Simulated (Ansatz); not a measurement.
The reference is MnTlI3 in the cubic perovskite structure (space group Pm-3m, No. 221; a = 5.7586 Å; ferromagnetic; a hypothetical phase, not in the database extracts checked). Axes: x, y, z lie along the cube axes.

(Cell as relaxed with PBE.)

Levels (all Ansatz, an electronic-structure program, PAW): PBE (420 eV, without spin-orbit coupling); r2SCAN (500 eV, no spin-orbit coupling).

Each level relaxes its own structure.

```json
[
 {"base": "volume per atom", "PBE": "38.19 Å³", "r2SCAN": "37.81 Å³"},
 {"base": "lattice parameter a", "PBE": "5.759 Å", "r2SCAN": "5.739 Å"},
 {"base": "band gap", "PBE": "0.15 eV", "r2SCAN": "0.69 eV"},
 {"base": "largest site moment", "PBE": "4.46 μB", "r2SCAN": "4.57 μB"}
]
```

Now apply this change: tensile biaxial strain of 2.30 % in the plane normal to [001], as in epitaxy on a mismatched substrate; the out-of-plane cell vector and the atoms relax.

```json
[
 {"quantity": "energy relative to the base (free energy F)", "PBE": "+4.5 meV/atom", "r2SCAN": "+5.2 meV/atom"},
 {"quantity": "volume per atom", "PBE": "39.25 Å³", "r2SCAN": "38.92 Å³"},
 {"quantity": "largest site moment", "PBE": "4.45 μB", "r2SCAN": "4.57 μB"}
]
```

PBE's energy relative to the base lies 0.7 meV/atom below r2SCAN's; PBE's volume per atom lies 0.33 Å³ above r2SCAN's (0.9 %); PBE's largest site moment lies 0.12 μB below r2SCAN's. Neither level is exact; r2SCAN is the comparison here, not a measurement.

Other magnetic orders, which the real material may have, were not ruled out. Spin-orbit coupling, missing from the scalar runs, can matter with I and Tl. Whether these cells are dynamically stable was not tested. Many cubic perovskites are stable only at high temperature; tilts and polar distortions were not tested. A zero or small gap of MnTlI3 can be the functional's error rather than a property of the material.
